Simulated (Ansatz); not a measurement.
What uniaxial strain ε_zz = +1.39 % does to GaSb

Take GaSb in the zinc blende structure (space group F-43m, No. 216; a = 6.1335 Å) as the base. Axes: x, y, z lie along the cube axes.

Modification: the cell is stretched by 1.39 % along z with no lateral relaxation, atoms relaxed at fixed cell.

Computed with plane-wave PAW DFT at the r2SCAN level (Ansatz, a quantum-chemistry and plane-wave program, 500 eV), no SOC, earlier PAW set. Γ-centred 13×13×13 mesh, Fermi–Dirac width 0.05 eV.

```tsv
quantity	base	changed	shift
volume per atom	28.84 Å³	29.24 Å³	+0.40 Å³
space group	F-43m (No. 216)	I-4m2 (No. 119)	–
shortest interatomic distance	2.656 Å	2.668 Å	+0.012 Å
energy relative to the base (free energy F)	0 meV/atom	+1.5 meV/atom	+1.5 meV/atom
pressure (mean of the normal stresses, compression positive)	0.00 GPa	-0.71 GPa	-0.71 GPa
band gap	0.41 eV	0.28 eV	-0.13 eV
gap character	direct at Γ	direct at Γ	–
valence-band top at Γ (three highest levels, from the VBM)	0.00, 0.00, 0.00 eV	0.00, 0.00, -0.08 eV	–
valley order (the lowest conduction-band minima on the path, energy above the VBM, named in the base's zone)	Γ 0.41 eV; L along ⟨111⟩ 0.68 eV; a point along ⟨100⟩, about 0.9 Å⁻¹ from Γ 1.10 eV	Γ 0.28 eV; L along [111] 0.62 eV; a point along [010], about 0.9 Å⁻¹ from Γ 1.05 eV; a point along [001], about 0.9 Å⁻¹ from Γ 1.17 eV	–
stress (xx, yy, zz, yz, xz, xy; compression positive)	–	(-0.48, -0.48, -1.17, 0.00, 0.00, 0.00) GPa	–
```

Cost of the whole job for the changed cell (relaxation, final SCF and bands): very roughly 2.1 core-minutes.

With Sb present, leaving out spin-orbit coupling can change the band edges. Stability against distortions was not tested. The zero or small gap of GaSb under uniaxial strain ε_zz = +1.39 % can change with the level of theory. k-point labels follow each cell's own Brillouin zone.
